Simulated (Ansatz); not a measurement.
The starting structures come from a database of crystals and need not be the phases stable at ambient conditions.

By PBEsol, the system below comes out a metal.

Without scattering a metal conducts by its projected Fermi surface.

Consider the following.

```yaml
crystal:
  lattice:
    - [3.93057, 0.00000, 0.00000]
    - [-1.96529, 3.40398, 0.00000]
    - [1.96529, 1.13466, 3.20930]
  atoms:
    - { symbol: Sn, position: [0.00000, 0.50000, 0.50000] }
    - { symbol: P, position: [0.00000, 0.00000, 0.00000] }
```

Space group of this cell: Fm-3m, rock salt. The cell is taken as given; by PBEsol its mean pressure is -1.9 GPa.

The current flows along the normal of the first two printed cell vectors, the (111) plane of the conventional cell. No spin-orbit coupling; the value is a mean over 0.1 eV about the Fermi level.

Question: Give the ballistic conductance per area that PBEsol (Ansatz, a first-principles code) yields.

Answer: 0.87 × 10¹⁵ S/m² for both spins.
